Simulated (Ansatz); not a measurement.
**Effective masses and thermopower of BaS (Fm-3m)**

Given:

```
BaS
1.0
    0.00000     3.16594     3.16594
    3.16594     0.00000     3.16594
    3.16594     3.16594     0.00000
Ba S
1 1
Direct
  0.00000   0.00000   0.00000
  0.50000   0.50000   0.50000
```

These are PBEsol, rigid bands (plane waves, PAW, scalar-relativistic; Ansatz, a program for electronic structure) values and carry that method's errors. Geometry: cell and atoms relaxed with PBEsol.

* **band gap**: 2.04 eV
* **electron conductivity mass (300 K, dilute)**: 0.43 mₑ
* **hole conductivity mass (300 K, dilute)**: 0.83 mₑ
* **effective density of states N_c (300 K)**: 2.7e19 cm⁻³
* **effective density of states N_v (300 K)**: 1.2e20 cm⁻³
* **density-of-states mass, electrons**: 1.06 mₑ
* **density-of-states mass, holes**: 2.8 mₑ
* **Seebeck coefficient, n-type 1e19 cm⁻³, 300 K**: -305 μV/K
* **best n-type power factor at 300 K for τ = 10 fs (best axis; densities from 1e16 to 1e21 cm⁻³ tried, whether or not they can be reached)**: 10.5 μW/(cm·K²) at 1e20 cm⁻³
* **Seebeck coefficient, p-type 1e19 cm⁻³, 300 K**: 457 μV/K

Rigid bands; masses and Seebeck coefficients take one relaxation time τ for all states and one kind of carrier; polarons and phonon drag are left out. Spin-orbit coupling is left out; where it splits the top of the valence band, N_v and the p-type Seebeck coefficient come out somewhat high without it.

Formula and space group known from diffraction (Crystallography Open Database), not checked to be the room-temperature form: BaS (Fm-3m).
